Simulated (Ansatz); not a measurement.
C (I4_1/amd), r2SCAN, rigid bands in Ansatz (an electronic-structure program): Condition of this run: uniaxial stress along [001] of -11 GPa (compression positive) (the target of the relaxation). band gap 4.20 eV, N_c = 3.60e19 cm⁻³ and N_v = 1.94e19 cm⁻³ at 300 K, conductivity masses along x (a = (0.00, 1.77, 1.80) Å; b = (1.77, 0.00, 1.80) Å; c = (1.77, 1.77, 0.00) Å) of 0.473 mₑ (electrons) and 0.479 mₑ (holes). Take k_BT = 0.02585 eV.

Find the intrinsic carrier density and the intrinsic Fermi level.

n_i = √(N_c N_v) exp(−E_g/2k_BT) = 2.64e19 × exp(−81.23) = 1.4e-16 cm⁻³. The level lies (k_BT/2) ln(N_v/N_c) = -8 meV from mid-gap (positive towards the conduction band). Each 0.1 eV added to the gap lowers n_i by a factor of 6.9.

What built-in voltage has an abrupt junction with N_A = 1e17 and N_D = 1e17 cm⁻³, all dopants ionised?

V_bi = E_g/e − (k_BT/e) ln(N_c N_v/(N_A N_D)) = 4.20 − 0.02585 × 11.15 = 3.91 V. It follows the computed gap one for one.

A film of it is 5 nm thick, with its normal along the direction named. Estimate the confinement energies in an infinite well.

ħ²π²/(2m t²) = 0.376 eV·nm²/(m/mₑ × t²) gives 31.8 meV for electrons and 31.4 meV for holes, so the gap would widen to about 4.26 eV. Finite barriers and nonparabolic bands lower this, and with several valleys or bands the heaviest mass along the normal sets the lowest level, not this average.

Rigid, parabolic bands with the computed gap; masses take one relaxation time for all states. Spin-orbit coupling is left out. Geometry: cell and atoms relaxed with PBEsol.
